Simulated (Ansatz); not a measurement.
# Al, point defects

The reference is a 12-atom supercell of Al in the fcc (Cu type) structure (space group Fm-3m, No. 225) at its relaxed geometry.

```
CELL_PARAMETERS angstrom
      0.00000     3.99201     3.99201
      3.99201    -3.99201     3.99201
      3.99201     3.99201     0.00000
ATOMIC_POSITIONS crystal
  Al 0.00000 0.00000 0.00000
  Al 0.00000 0.00000 0.50000
  Al 0.16667 0.33333 0.16667
  Al 0.16667 0.33333 0.66667
  Al 0.33333 0.66667 0.33333
  Al 0.33333 0.66667 0.83333
  Al 0.50000 0.00000 0.00000
  Al 0.50000 0.00000 0.50000
  Al 0.66667 0.33333 0.16667
  Al 0.66667 0.33333 0.66667
  Al 0.83333 0.66667 0.33333
  Al 0.83333 0.66667 0.83333
```

One neutral defect a cell, atoms relaxed at fixed cell.

The values are results of DFT with r2SCAN, PAW potentials and a 500 eV plane-wave cutoff in Ansatz (a first-principles code), no spin-orbit coupling, not measurements.

```csv
change,largest displacement of a host atom from its site in the perfect cell,pressure
perfect supercell,–,-0.2 GPa
Li interstitial (started 2.00 Å from the nearest host atom),0.42 Å,10.1 GPa
Cr on a Al site,0.03 Å,-1.7 GPa
"H interstitial (started 1.73 Å from the nearest host atom), symmetric start",0.15 Å,2.1 GPa
"Al vacancy, symmetric start",0.05 Å,-1.3 GPa
Al interstitial (started 1.73 Å from the nearest host atom),…,…
```

**Question.** Some entries are withheld; estimate them.

**Answer.** 
- Al interstitial (started 1.73 Å from the nearest host atom), largest displacement of a host atom from its site in the perfect cell: 1.13 Å
- Al interstitial (started 1.73 Å from the nearest host atom), pressure: 18.4 GPa

The magnetic state is the one reached from the starting moments; the real material's order can differ, and small cells can't hold many antiferromagnetic ones. In so small a cell the defect repeats every few ångströms: this is an ordered compound, not a dilute defect. Defects with a symmetric start kept the site's symmetry and may sit on a saddle; the others started slightly shaken. Spin-polarised in the final run: Cr on a Al site; the other runs are not.
